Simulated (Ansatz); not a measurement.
Level of theory: PBE (plane waves to 420 eV, PAW; Ansatz, a first-principles code).

Planar average of the electrostatic potential across the slab, in eV from the Fermi level, for Ru on the 1x1 (111) surface of fcc Pd, one in a 2x2 cell, started at the site 'hollow Pd-Pd-Pd over Pd at depth 2.3 Å':

```tsv
z (Å)	V (eV)
5.20	5.23
5.49	5.23
5.78	5.23
6.07	5.22
6.36	5.22
6.64	5.21
6.93	5.19
7.22	5.14
7.51	5.04
7.80	4.83
8.09	4.35
8.38	3.27
8.67	0.63
8.96	-5.76
9.24	-13.12
9.53	-17.70
9.82	-15.56
10.11	-8.81
10.40	-1.75
10.69	1.23
10.98	-0.47
11.27	-6.90
11.56	-14.05
11.84	-17.93
12.13	-15.10
12.42	-8.21
12.71	-1.38
13.00	1.07
13.29	-1.09
13.58	-7.77
13.87	-14.76
14.16	-17.96
14.44	-14.44
14.73	-7.38
15.02	-0.82
15.31	1.15
15.60	-1.29
15.89	-8.09
16.18	-15.02
16.47	-18.01
16.76	-14.38
17.04	-7.40
17.33	-1.23
17.62	-0.09
17.91	-1.85
18.20	-3.31
18.49	-2.82
18.78	-0.59
19.07	1.79
19.36	2.90
19.64	3.33
19.93	3.54
20.22	3.64
20.51	3.69
20.80	3.71
21.09	3.73
21.38	3.73
21.67	3.74
21.96	3.74
22.24	3.74
22.53	3.74
```

Set-up: 17 atoms, 6.8 Å thick at the start under the adsorbate (thin: gaps and levels are the slab's own); mesh 6x6x1; 0.1 eV smearing; dipole correction on; 8 atoms held, the rest relaxed; held to the start's symmetry, so lower structures may exist; spin-polarised, no spin-orbit, no U, no dispersion correction. At the end it is bonded to 3 Pd. In PBE it is, or lies within 0.03 eV of, the lowest of the starts that converged.

### Question
The surface cell has an area of 26.94 Å². What dipole along the normal does the step between the two vacuum levels imply?

### Answer
the top vacuum level lies 1.49 eV below the bottom one; p = −ε₀ A ΔV (ε₀ = 0.005526 e/(V·Å)) gives 0.22 e·Å a cell.
